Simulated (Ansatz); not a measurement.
## Ca(OH)2 (space group P-3m1, No. 164; layered)

Space group P-3m1 (No. 164); a = b = 3.5612 Å, c = 4.7677 Å, α = β = 90.00°, γ = 120.00°

| atom | site | symmetry | x | y | z |
|---|---|---|---|---|---|
| Ca | 1a | -3m. | 0.0000 | 0.0000 | 0.0000 |
| H | 2d | 3m. | 0.3333 | 0.6667 | 0.4434 |
| O | 2d | 3m. | 0.3333 | 0.6667 | 0.2388 |

Level of theory: Ansatz (a program for electronic structure), PBEsol, PAW, cutoff 420 eV, no spin-orbit coupling. Γ-centred 11×11×7 mesh, Fermi–Dirac width 0.05 eV.

| Item | Result |
|---|---|
| Volume per atom | 10.47 Å³ |
| Density | 2.35 g/cm³ |
| Band gap | 4.19 eV, direct at Γ |
| Electron mass | 0.53 mₑ along c, 0.45 mₑ across |
| Lowest conduction-band minima above the VBM | Γ 4.19 eV |
| Total energy | -590.253 eV/atom (σ→0; compares only within this code and set-up) |

Effective masses come from finite differences of ±0.01 Å⁻¹. No phonon test of stability was made. No dispersion term is included in the PBEsol runs.
